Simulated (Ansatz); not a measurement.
**Pressure series in Ti3AlC**

The reference is Ti3AlC in the anti-perovskite structure (space group Pm-3m, No. 221; a = 4.141 Å; a cell from a computed database, its experimental status unchecked).

Cell and atoms are relaxed at each pressure.

Method: PBEsol, PAW, 420 eV (Ansatz, an electronic-structure program; spin-orbit coupling left out).

```json
[
 {"pressure (GPa)": "-1", "volume per atom (Å³/atom)": "14.286"},
 {"pressure (GPa)": "0", "volume per atom (Å³/atom)": "14.199"},
 {"pressure (GPa)": "0.3", "volume per atom (Å³/atom)": "14.172"},
 {"pressure (GPa)": "0.7", "volume per atom (Å³/atom)": "14.138"},
 {"pressure (GPa)": "1.5", "volume per atom (Å³/atom)": "14.071"},
 {"pressure (GPa)": "3", "volume per atom (Å³/atom)": "?"},
 {"pressure (GPa)": "5", "volume per atom (Å³/atom)": "13.794"},
 {"pressure (GPa)": "7.5", "volume per atom (Å³/atom)": "13.611"},
 {"pressure (GPa)": "10", "volume per atom (Å³/atom)": "13.440"}
]
```

Task: Fit the third-order Birch–Murnaghan form P(V) = (3B₀/2)[(V₀/V)^(7/3) − (V₀/V)^(5/3)]·[1 + (3/4)(B₀′ − 4)((V₀/V)^(2/3) − 1)] (squares taken in P) to the rows shown and predict the withheld row.

Result: Least squares on the printed values gives V₀ = 14.198 Å³/atom, B₀ = 163 GPa, B₀′ = 3.9; this predicts 13.949 Å³/atom, and the run gives 13.949 Å³/atom, in agreement.

Load acts through the strain it causes; cell and atoms are relaxed under it. Stability against distortions was not tested. No other phases were tried under pressure. The final runs are not spin-polarised. An odd electron count without spin: Ti3AlC.
